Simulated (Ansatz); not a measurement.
System: O vacancy in monoclinic HfO2 (charge state +2). The step: a nearby O atom hops onto the vacant site; the atom moves 1.78 Å along (-0.04, 0.34, -0.04) of the unit cell; the moving atom starts with neighbours Hf at 2.10, Hf at 2.15, Hf at 2.29, Hf at 2.68; O at 2.54, O at 2.72 Å and ends with Hf at 2.10, Hf at 2.15, Hf at 2.29, Hf at 2.68; O at 2.54, O at 2.72 Å. A PBE band in Ansatz (plane-wave PAW, the Γ point alone, 96 host sites, 23 SCF runs with any check of the saddle's order, static, no finite-size correction) gives a forward barrier of 0.29 eV. The saddle point's order was not checked, and it lies on a symmetry element of the cell, where a band can be held. The charge state is imposed; whether it is stable for some Fermi level was not computed. Forms of the defect that were not tried may lie lower. The start lies 0.62 eV above the lowest site run (PBE).

Single points at the band's start and saddle point can refine it. Rough cost of one point, in units of the band's mean SCF on the same machine:

| Level | Cost of one point |
|---|---|
| PBE, a 2×2×2 k-point mesh shifted by half a step | about 10 |
| r2SCAN at 500 eV, the Γ point alone | about 2 |

### Question
Which of these move the barrier by more than 0.1 eV, and how far does each move it?

### Answer
Not one does. PBE, a 2×2×2 k-point mesh shifted by half a step: +0.01 eV; r2SCAN at 500 eV, the Γ point alone: +0.01 eV. Each functional is compared with PBE at the same k-points.

Ansatz is a program for electronic structure.
